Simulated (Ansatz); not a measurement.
Consider ZnSiP$_{2}$ in the chalcopyrite structure (space group I-42d, No. 122; a = 5.419 Å, c = 10.540 Å).

All numbers come from PBE (Ansatz, an electronic-structure program), scalar-relativistic without spin-orbit coupling.

Base values:

| Quantity | Value |
|---|---|
| Pressure | 0.00 GPa |

The change: an isotropic linear strain of +2.25 %, atoms relaxed at fixed cell.

Task: Predict the new mean gap deformation potential ΔEg/Δln V.

Result: The mean gap deformation potential ΔEg/Δln V amounts to +2.2 eV.

Task: Estimate the effect on the pressure.

Result: The pressure (mean of the normal stresses, compression positive) goes from zero to -4.84 GPa.

Whether these cells are dynamically stable was not tested.
